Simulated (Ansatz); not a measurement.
Data:

```yaml
crystal:
  lattice:
    - [3.73853, 0.00000, 0.00000]
    - [-1.86927, 3.23766, 0.00000]
    - [0.00000, 0.00000, 4.72774]
  atoms:
    - { symbol: Pt, position: [0.00000, 0.00000, 0.00000] }
    - { symbol: Se, position: [0.33333, 0.66667, 0.26852] }
    - { symbol: Se, position: [0.66667, 0.33333, 0.73148] }
```

No spin polarisation.

Calculations: DFT with PBEsol-D3(BJ), PAW potentials and a 420 eV plane-wave cutoff in Ansatz (a quantum-chemistry and plane-wave program), spin-orbit coupling left out. Γ-centred 18×18×13 mesh, Fermi–Dirac width 0.1 eV.

Question: Predict the band gap.

Answer: Zero.

Question: Estimate the pressure (mean of the normal stresses, compression positive).

Answer: -1.2 GPa.

The cells carry an imposed strain or load. Whether these cells are dynamically stable was not tested. The final runs are not spin-polarised. The cell was made from PtSe2 in the CdI2 type structure (space group P-3m1, No. 164; layered) by this change: uniaxial strain ε_zz = +2.00 %.
